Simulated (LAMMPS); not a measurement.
Quenches at 1e+14 K/s across the composition of Cu (fcc) with a share x of Cu sites Au; each row starts from its own melt temperature.

Level of theory: classical MD, pair style eam, the elements' _u3.eam files (universal-3 set of Foiles, Baskes and Daw); code LAMMPS.

```
x                     density  state
----  -----------------------  -----
0.25  11.8 g/cm³ (one sample)  glass
0.5   14.5 g/cm³ (one sample)  glass
0.75  16.8 g/cm³ (one sample)  glass
```
